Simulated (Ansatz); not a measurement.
Cubic perovskite CsPbBr₃ (cubic high-temperature phase) was calculated with HSE06 in Ansatz (PAW).

Settings: plane-wave cutoff 520 eV, 4×4×4 k mesh, scalar-relativistic PAW data made under PBE.

Computed at the level's own relaxed cell.

Hill averages of the elastic tensor: K = 19.8 GPa, G = 8.6 GPa. Volume 42.563 Å³/atom, mean atomic mass 115.963 u.

Problem. Work out the density, the sound velocities of a polycrystal and the elastic Debye temperature at this level.

Solution. ρ = 1.66054 × 115.963/42.563 = 4.524 g/cm³. v_l = √[(K + 4G/3)/ρ] = 2.629 km/s and v_t = √(G/ρ) = 1.379 km/s. The mean follows from 3/v_m³ = 1/v_l³ + 2/v_t³: v_m = 1.542 km/s. Θ_D = (ħ/k_B) v_m (6π²/V)^(1/3) = 76.38 K Å s/km × 1.542 × 1.1164 Å⁻¹ = 131 K, counting all atoms of the cell.

Note: the relaxation could not lower the start's symmetry, so the cell can be a saddle point above a distorted one.

Ansatz is a quantum-chemistry and plane-wave program.
